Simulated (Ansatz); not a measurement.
**What Li interstitial (started 2.22 Å from the nearest host atom) does to Si**

Base system: a 16-atom supercell of Si in the diamond structure (space group Fd-3m, No. 227; a = 5.444 Å) at its relaxed geometry.

Perturbation: one Li atom is added in an open site, starting 2.22 Å from the nearest host atom, atoms relaxed at fixed cell, starting from a slightly rattled geometry.

Method: r2SCAN (Ansatz, an electronic-structure program, PAW, no spin-orbit coupling). Settings: 4×4×4 k-points, 0.01 eV Fermi–Dirac smearing.

The pressure goes from zero to 1.2 GPa and the largest displacement of a host atom from its site in the perfect cell comes out as 0.06 Å. The final site of the added atom amounts to 10 Si at 2.41–2.75 Å.

The magnetic state is the one reached from the starting moments; the real material's order can differ, and small cells can't hold many antiferromagnetic ones. The cell is small, so the values are those of an ordered compound at a high defect concentration; dilute-limit values will differ. A case with no gap was solved on a k-mesh chosen for an insulator, which is coarse for it. Starting moments died away, wholly or in part, for Li interstitial (started 2.22 Å from the nearest host atom); another magnetic solution may exist. The defect cell is spin-polarised and ends with 0.0 μB.
